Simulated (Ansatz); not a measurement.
Consider NiO in the rock salt structure (space group Fm-3m, No. 225; a = 4.1886 Å; ferromagnetic).

Level of theory: r2SCAN (Ansatz, a first-principles code), scalar-relativistic without spin-orbit coupling.

Base values:

The band gap is 0.82 eV, the smallest direct gap comes out as 1.71 eV and the pressure is 0.0 GPa.

Perturbation: every lattice vector is shortened by 0.79 %, atoms relaxed at fixed cell.

### Question
What happens to the band gap, smallest direct gap and pressure?

### Answer
The band gap falls by 0.08 eV (0.82 eV → 0.74 eV); the smallest direct gap falls by 0.03 eV, from 1.71 eV to 1.68 eV; the pressure goes from zero to 5.4 GPa.

The cells carry an imposed strain or load. Stability against distortions was not tested. No Hubbard U is applied and the magnetic state is the run's own (NiO ferromagnetic); small cells can't hold the antiferromagnetic order that many such compounds have, so gaps and moments can be off. A gap here joins edges of opposite spin (a spin-flip gap). In its common phase, real NiO is an antiferromagnetic insulator at low temperature.
